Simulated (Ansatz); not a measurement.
The starting structures come from a database of crystals and need not be the phases stable at ambient conditions.

Tunnelling through a barrier is set by its complex band structure: the current falls as exp(−2κd) with the smallest κ.

```
CELL_PARAMETERS angstrom
      4.20695     0.00000     0.00000
      0.00000     4.20695     0.00000
      0.00000     0.00000     4.21141
ATOMIC_POSITIONS crystal
  Ba 0.50000 0.50000 0.50000
  Sc 0.00000 0.00000 0.00000
  O  0.50000 0.00000 0.00000
  O  0.00000 0.50000 0.00000
  F  0.00000 0.00000 0.50000
```

Space group of this cell: P4/mmm. The cell is taken as given; by r2SCAN its mean pressure is -3.9 GPa.

Transport runs along the normal of the first two printed cell vectors, the (001) plane of the conventional cell.

No gap correction and no spin-orbit coupling; mid-gap values are interpolated between computed energies.

**Question.** Predict the band gap and the smallest decay constant κ at mid-gap from r2SCAN run with Ansatz (an electronic-structure program).

**Answer.** Gap 3.53 eV on a 8×8×8 mesh; κ = 0.385 1/Å, at the zone centre.
